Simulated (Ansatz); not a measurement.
Input:

```yaml
crystal:
  lattice:
    - [3.41576, 0.00000, 0.00000]
    - [1.70788, 2.95814, 0.00000]
    - [1.70788, -0.98605, 2.71896]
  atoms:
    - { symbol: B, position: [0.00150, 0.99925, 0.99775] }
    - { symbol: As, position: [0.49850, 0.25075, 0.75225] }
```

No spin polarisation.

Computed with LDA, PAW, 420 eV (Ansatz, a quantum-chemistry and plane-wave program; no spin-orbit coupling). Γ-centred 12×12×12 mesh, Fermi–Dirac width 0.05 eV.

Question: Estimate the mean in-plane stress (compression positive).

Answer: -7.4 GPa.

Question: Estimate the gap character.

Answer: Indirect, Γ → F–Γ (18 % along).

The cells carry an imposed strain or load. Stability against distortions was not tested. The cell was made from BAs in the zinc blende structure (space group F-43m, No. 216) by this change: biaxial strain +2.08 %, plane normal [111], relaxed out of plane.
